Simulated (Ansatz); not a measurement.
The starting structures come from a database of crystals and need not be the phases stable at ambient conditions.

Tunnelling through a barrier is set by its complex band structure: the current falls as exp(−2κd) with the smallest κ.

Input:

```yaml
crystal:
  lattice:
    - [4.75306, 0.00000, 0.00000]
    - [0.00000, 5.10301, 0.00000]
    - [0.00000, 0.00000, 5.66338]
  atoms:
    - { symbol: Hf, position: [0.00000, 0.00000, 0.07773] }
    - { symbol: Hf, position: [0.50000, 0.50000, 0.92227] }
    - { symbol: Ti, position: [0.00000, 0.50000, 0.43032] }
    - { symbol: Ti, position: [0.50000, 0.00000, 0.56968] }
    - { symbol: O, position: [0.28030, 0.83743, 0.85299] }
    - { symbol: O, position: [0.71970, 0.16257, 0.85299] }
    - { symbol: O, position: [0.78030, 0.66257, 0.14701] }
    - { symbol: O, position: [0.21970, 0.33743, 0.14701] }
    - { symbol: O, position: [0.73456, 0.67490, 0.62677] }
    - { symbol: O, position: [0.26544, 0.32510, 0.62677] }
    - { symbol: O, position: [0.23456, 0.82510, 0.37323] }
    - { symbol: O, position: [0.76544, 0.17490, 0.37323] }
```

Space group of this cell: P2_12_12. The cell is taken as given; by r2SCAN its mean pressure is -4.4 GPa.

Transport runs along the normal of the first two printed cell vectors.

The gap is the functional's own, uncorrected, and κ follows it; spin-orbit coupling is left out. Mid-gap values are interpolated between the computed energies.

Question: Give the band gap and the smallest decay constant κ at mid-gap that Ansatz (a first-principles code) with r2SCAN yields.

Answer: Gap 3.01 eV on a 6×6×6 mesh; κ = 0.381 1/Å, at the zone centre.
